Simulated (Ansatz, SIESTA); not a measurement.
# Code comparison for TiSb2 (I4/mcm, 6 atoms in the cell)

Self-consistent single point.

```
TiSb2
1.0
   -3.35146     3.35146     2.89799
    3.35146    -3.35146     2.89799
    3.35146     3.35146    -2.89799
Ti Sb
2 4
Direct
  0.25000   0.25000   0.00000
  0.75000   0.75000   0.00000
  0.65204   0.84796   0.50000
  0.34796   0.15204   0.50000
  0.84796   0.34796   0.19592
  0.15204   0.65204   0.80408
```

Shared settings, as Ansatz (an electronic-structure program) writes them: kpoints.mp_grid.grid = 5 5 5; magnetization.spin_orbit = true; scf.occupations.method = fermi_dirac; scf.occupations.width = 0.1 eV. Potentials and cutoffs stand in the table.

| code | model | pressure (GPa) | largest force (eV/Å) | cutoff |
|---|---|---|---|---|
| SIESTA | GGA PBEsol with spin-orbit coupling, numerical atomic orbitals DZP, PseudoDojo PBEsol fully relativistic norm-conserving potentials (rewritten from UPF to PSML) | – | 0.275 | grid 300 Ry |
| Ansatz | PBEsol with spin-orbit coupling, default PAW files made with PBE | -3.13 | 0.113 | default |

Size of the force on each atom (eV/Å): Sizes of forces hide their directions.

| code | Ti1 | Ti2 | Sb3 | Sb4 | Sb5 | Sb6 |
|---|---|---|---|---|---|---|
| SIESTA | 0.000 | 0.000 | 0.275 | 0.275 | 0.275 | 0.275 |
| Ansatz | 0.000 | 0.000 | 0.113 | 0.113 | 0.113 | 0.113 |

A dash marks a value that a program does not give, or that is left out as unsure.

The spread over the programs that give each value: largest force within 0.162 eV/Å.

SIESTA uses small atom-centred bases, whose incompleteness enters pressures, forces and empty levels differently from a plane-wave cutoff.

The starting cell comes from a database of computed structures (which also holds hypothetical and non-ambient phases and stackings), without a prior relaxation at this level.

Keys are those of Ansatz 0.2.
